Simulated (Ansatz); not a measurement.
How far to go with the k-point mesh: Ba (Im-3m, 1 atom in the cell)

```yaml
crystal:
  lattice:
    - [-2.49745, 2.49745, 2.49745]
    - [2.49745, -2.49745, 2.49745]
    - [2.49745, 2.49745, -2.49745]
  atoms:
    - { symbol: Ba, position: [0.00000, 0.00000, 0.00000] }
```

Computed with PBE (plane waves, PAW; Ansatz, a first-principles code).

Base settings: basis.ecutwfc = 420 eV; kpoints.mp_grid.grid = 9 9 9; hamiltonian.xc = pbe; hamiltonian.pseudopotentials = {kind: paw} (the program's default PAW files); scf.occupations.method = gaussian; scf.occupations.width = 0.1 eV.

The second cell is the first with its lattice scaled by 0.98.

Only quantities that move along the ladder and can be compared are tabulated.

The count of work is k-points × plane waves × bands × iterations; it is no time. 

The starting cell has typed, rounded lattice constants, without a prior relaxation at this level. Its lattice was rescaled by up to half a per cent. Ansatz's pressure includes its estimate of the finite-basis (Pulay) stress.

```csv
kpoints.mp_grid.grid,free energy less the last step's (meV/atom),energy of the compressed cell less the first (meV/atom),pressure (GPa),count of work / last
2 2 2,-648.40,-93.78,-4.11,0.0040
3 3 3,89.66,-10.17,-0.60,0.0053
4 4 4,4.58,16.10,0.38,0.011
5 5 5,-7.64,5.34,-0.05,0.013
6 6 6,7.92,12.12,0.24,0.021
7 7 7,5.70,11.27,0.21,0.027
8 8 8,-4.13,8.78,0.09,0.039
9 9 9,0.92,10.05,0.15,0.047
10 10 10,1.09,9.80,0.14,0.062
11 11 11,-1.03,9.91,0.14,0.074
12 12 12,0.23,9.39,0.13,0.096
13 13 13,0.29,9.91,0.14,0.11
16 16 16,0.10,9.76,0.14,0.19
18 18 18,-0.05,9.70,0.14,0.26
20 20 20,-0.01,9.75,0.14,0.34
22 22 22,-0.01,9.70,0.13,0.44
25 25 25,0.00,9.69,0.14,0.61
27 27 27,0.00,9.70,0.14,0.74
30 30 30,0.00,9.69,0.14,1.0
```

Coarsest kpoints.mp_grid.grid that holds the pressure within 0.5 GPa of the last step, with all finer ones: 4 4 4, at 0.011 of the last step's count of work; the step before is off by 0.73 GPa.

Coarsest kpoints.mp_grid.grid that holds the energy of the compressed cell less the first within 2 meV/atom of the last step, with all finer ones: 7 7 7, at 0.027 of the last step's count of work; the step before is off by 2.4 meV/atom.

Coarsest kpoints.mp_grid.grid that holds the free energy within 2 meV/atom of the last step, with all finer ones: 9 9 9, at 0.047 of the last step's count of work; the step before is off by 4.1 meV/atom.

The energy difference between the two cells stays within 1 meV/atom of the last step's from 8 8 8 on, the total only from 12 12 12 on: much of the error is common to both cells and cancels.

Keys are those of Ansatz 0.2.
